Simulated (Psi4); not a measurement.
Psi4 1.11, BP86/def2-svp: Ta(NMe)(Cl)(OMe)2 (C[N]=[Ta]([Cl])([O]C)[O]C), 17 atoms. The geometry is a generated start, not checked to be a minimum at this level.

- task = energy
- method = bp86
- basis = def2-svp
- memory = 3 GB
- maxiter = 100
- keys of the molecule block = symmetry c1
- scf_type = df (default)
- e_convergence = 1e-06 (default)
- d_convergence = 1e-06 (default)
- dft_radial_points = 75 (default)
- dft_spherical_points = 302 (default)
- effective core potentials = those of the basis set, past Kr
- basis functions = 179
- grid points = 363998

```xyz
17

Ta     0.0566     0.7589     0.4527
N     -1.4695    -0.1518     0.2306
C     -2.6309    -0.9054    -0.0544
H     -2.9226    -0.7919    -1.1054
H     -2.4603    -1.9696     0.1462
H     -3.4641    -0.5689     0.5724
Cl    -0.5253     2.5192     1.7510
O      1.2616    -0.2382     1.4631
C      1.6959    -1.4260     2.0299
H      0.8482    -2.1089     2.1733
H      2.4357    -1.9051     1.3764
H      2.1633    -1.2265     3.0019
O      0.7460     1.4645    -1.1058
C      1.0127     1.6087    -2.4575
H      0.8927     0.6446    -2.9679
H      0.3189     2.3317    -2.9034
H      2.0411     1.9648    -2.6030
```

Charge 0 and multiplicity 1 are set for this test and not shown to be the ground state.

With the defaults (diis_max_vecs = 10, diis = true, scf_initial_accelerator = adiis, damping_percentage = 0, guess = auto, which took SAD, level_shift = 0, level_shift_cutoff = 0.01) it converges in 12 SCF iterations. One run each on 2 threads, with these changes:
- scf_initial_accelerator = ediis
- diis_max_vecs = 20
- diis = false, scf_initial_accelerator = none, damping_percentage = 60
- diis_max_vecs = 6
- diis_max_vecs = 3
- guess = sapgau
- scf_initial_accelerator = none
- level_shift = 0.5, level_shift_cutoff = 0.001
- guess = sap

Task: Which runs fail or end elsewhere than the default run?

Result: No convergence: diis_max_vecs = 3; diis = false, scf_initial_accelerator = none, damping_percentage = 60 (the run ends without SCF convergence in 100 iterations). The rest reach the solution of the defaults.

| setting | SCF iterations | end |
|---|---|---|
| the defaults | 12 | same solution |
| diis_max_vecs = 20 | 12 | same solution |
| scf_initial_accelerator = ediis | 12 | same solution |
| level_shift = 0.5, level_shift_cutoff = 0.001 | 12 | same solution |
| scf_initial_accelerator = none | 12 | same solution |
| diis_max_vecs = 6 | 13 | same solution |
| guess = sapgau | 18 | same solution |
| guess = sap | 19 | same solution |
| diis_max_vecs = 3 | 100 | no convergence |
| diis = false, scf_initial_accelerator = none, damping_percentage = 60 | 100 | no convergence |

1 further run of the study ended by our limits or in an error and is left out.
